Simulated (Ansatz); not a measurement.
Cost and result by functional for the surface energy of the (30-31) surface of hcp Zr in its 1x1 cell, outermost plane spacing 0.46 Å in the ideal cut, in Ansatz (plane waves, PAW). Single points on the PBE structure, on one kind of machine; costs are rough ratios of the slab run's core time (references not counted) to the cheapest single point. r2SCAN's cost holds its higher cutoff (500 against 420 eV). Differences are taken against r2SCAN for comparison alone: no measured value is at hand, so the table doesn't rank accuracy.

Model: 24-atom slab, 10.6 Å thick at the start, 12x3x1 mesh, Fermi-Dirac 0.1 eV, dipole correction, all atoms relaxed; held to the part of the start's symmetry that mesh and held atoms allow; no spin, no spin-orbit, no U. These notes are the PBE run's.

```tsv
functional	relative cost	surface energy (J/m²)	less r2SCAN (J/m²)
LDA	1	1.86	0.05
PBEsol	1	1.82	0.01
RPBE	1	1.56	-0.25
r2SCAN	2	1.82	0.00
PBE (the relaxed run's value)	–	1.67	-0.14
```

The values span 0.30 J/m², while the single points' costs differ by a factor of roughly 2. Differences are of unrounded values.

Ansatz is a first-principles code.
